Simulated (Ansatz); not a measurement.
Response to strain in InP

The reference is InP in the zinc blende structure (space group F-43m, No. 216; a = 5.827 Å). Axes: x, y, z lie along the cube axes.

Strains are applied to the cell and any free atomic positions relax.

The values are results of Ansatz (a first-principles code), LDA, PAW, cutoff 420 eV, spin-orbit coupling left out, not measurements.

| uniaxial strain ε_zz (%) | band gap (eV) |
|---|---|
| 0 | 0.58 |
| 0.5 | 0.54 |
| 1 | ? |
| 1.5 | 0.47 |
| 2 | 0.44 |
| 2.5 | 0.40 |
| 3 | 0.36 |

**Question.** Fit E_g = E₀ + Dε (ε in %) to the rows shown and predict the withheld row.

**Answer.** Least squares on the printed values gives E₀ = 0.58 eV, D = -71.9 meV per % of strain (largest residual 0.00 eV); this predicts 0.51 eV, and the run gives 0.51 eV, in agreement.

Stability against distortions was not tested.
